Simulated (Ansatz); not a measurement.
By PBEsol, the system below comes out a metal.

The ballistic (Sharvin) conductance counts the channels at the Fermi level: G/A = (e²/h) × channels of both spins per area.

Consider the following.

```xyz
1
Lattice="3.6443 0.0000 0.0000 -1.2148 3.4359 0.0000 1.2148 1.7179 2.9755" Properties=species:S:1:pos:R:3 pbc="T T T"
Na     0.0000     0.0000     0.0000
```

Space group of this cell: Im-3m, bcc (W type). The cell is taken as given.

The current flows along the normal of the first two printed cell vectors, the (110) plane of the conventional cell. No spin-orbit coupling; the value is a mean over 0.1 eV about the Fermi level.

Give the ballistic conductance per area that PBEsol in Ansatz (an electronic-structure program) yields.

0.52 × 10¹⁵ S/m² for both spins.
